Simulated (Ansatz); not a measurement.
# zinc-blende BP: the defect Sb on the P site

Method: PBE, PAW (plane waves to 420 eV; Ansatz, a first-principles code). Set-up: 64-site cell; 2×2×2 shifted k-points; start: the P site; no spin–orbit coupling; not converged in cell size.

Neighbours after relaxation, in Å: of the Sb atom: B 2.17, B 2.17, B 2.17, B 2.17.

```json
[
 {"charge": "0", "moment (μB)": "not spin-polarised", "largest move off a lattice site (Å)": "0.20"}
]
```
